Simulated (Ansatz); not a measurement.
The reference is CsI in the CsCl type structure (space group Pm-3m, No. 221).

```
CsI
1.0
    4.61004     0.00000     0.00000
    0.00000     4.61004     0.00000
    0.00000     0.00000     4.61004
Cs I
1 1
Direct
  0.00000   0.00000   0.00000
  0.50000   0.50000   0.50000
```

Cartesian axes are those of the cell as printed.

Method: r2SCAN (Ansatz, a quantum-chemistry and plane-wave program, PAW, spin-orbit coupling left out).

Before the change:

| Quantity | Value |
|---|---|
| Band gap | 4.51 eV |
| Pressure | 0.01 GPa |

One thing is altered: the symmetric strain tensor [-0.0144 0.0016 -0.0011; 0.0016 -0.0041 0.0022; -0.0011 0.0022 -0.0073], atoms relaxed at fixed cell.

**Question.** Predict the new band gap, energy relative to the base and pressure.

**Answer.** The band gap rises by 0.054 eV to 4.57 eV; the energy grows by 1.5 meV/atom; the pressure (mean of the normal stresses, compression positive) grows by 0.339 GPa (0.01 GPa → 0.34 GPa).

Spin-orbit coupling, missing from the scalar runs, can matter with I. Whether these cells are dynamically stable was not tested.
